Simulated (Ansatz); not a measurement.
Consider CdSe in the wurtzite structure (space group P6_3mc, No. 186; a = 4.3019 Å, c = 7.0210 Å). Axes: x lies along a and z along c of the hexagonal cell.

Computed with Kohn–Sham DFT with the PBEsol functional, run in Ansatz (a program for electronic structure) with PAW and 420 eV plane waves, no SOC.

Strains are applied to the cell and any free atomic positions relax; under biaxial strain the out-of-plane vector relaxes too.

One change was made to it. Results:

The electron mass becomes 0.050 mₑ out of plane, 0.055 mₑ in plane (at Γ) (base: 0.055 mₑ (at Γ)); the band gap decreases by 0.03 eV, from 0.54 eV to 0.51 eV; the pressure (mean of the normal stresses, compression positive) goes from zero to -6.5 kbar; the valence-band top at Γ (three highest levels, from the VBM) goes from 0.00, 0.00, -0.05 eV to 0.00, -0.03, -0.03 eV; the volume per atom increases by 0.37 Å³ (28.13 Å³ → 28.50 Å³).

### Question
Which of these changes matches the shifts?
(A) biaxial strain +1.80 %, plane normal [001], relaxed out of plane
(B) biaxial strain +3.00 %, plane normal [001], relaxed out of plane
(C) biaxial strain +1.20 %, plane normal [001], relaxed out of plane

### Answer
C, biaxial strain +1.20 %, plane normal [001], relaxed out of plane. For comparison, the electron mass in the other runs: biaxial strain +3.00 %, plane normal [001], relaxed out of plane gives 0.044 mₑ out of plane, 0.054 mₑ in plane (at Γ); biaxial strain +1.80 %, plane normal [001], relaxed out of plane gives 0.048 mₑ out of plane, 0.054 mₑ in plane (at Γ).

Masses are band curvatures over ±0.01 Å⁻¹ around the edge. Whether these cells are dynamically stable was not tested.
